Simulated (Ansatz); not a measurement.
Input:

```
Zr
1.0
    3.18249     0.00000     0.00000
   -1.59125     2.75612     0.00000
    0.00000     0.00000     5.09790
Zr
2
Direct
  0.66667   0.33333   0.75000
  0.33333   0.66667   0.25000
```

No spin polarisation.

All numbers come from PBEsol, PAW, 420 eV (Ansatz, an electronic-structure program; scalar-relativistic without spin-orbit coupling). Γ-centred 21×21×11 mesh, Fermi–Dirac width 0.1 eV.

What is the computed band gap?

Zero.

What stress (xx, yy, zz, yz, xz, xy; compression positive) does the calculation give?

(0.4, 0.4, 0.9, 0.0, 0.0, 0.0) GPa.

The cells carry an imposed strain or load. Whether these cells are dynamically stable was not tested. All final runs are without spin polarisation. The cell was made from Zr in the hcp (Mg type) structure (space group P6_3/mmc, No. 194) by this change: uniaxial strain ε_zz = −0.50 %.
